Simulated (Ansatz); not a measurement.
Consider BaTiO3 in the cubic perovskite structure (space group Pm-3m, No. 221; a = 4.0192 Å).

Calculations: Ansatz (a quantum-chemistry and plane-wave program), PBE, PAW, cutoff 420 eV, no SOC.

Before the change:

```
Property               Value
-------------------  -------
Band gap             1.78 eV
Smallest direct gap  1.90 eV
```

Now apply this change: the cell is scaled by 0.9700 in all directions, atoms relaxed at fixed cell.

**Question.** What does the calculation give for the band gap and smallest direct gap after the change?

**Answer.** The band gap increases by 0.193 eV, from 1.78 eV to 1.98 eV; the smallest direct gap goes up by 0.085 eV to 1.99 eV.

The cells carry an imposed strain or load. No phonon test of stability was made. The final runs are not spin-polarised. Many cubic perovskites are stable only at high temperature; tilts and polar distortions were not tested. This is not the structure that BaTiO3 has at room temperature and ambient pressure.
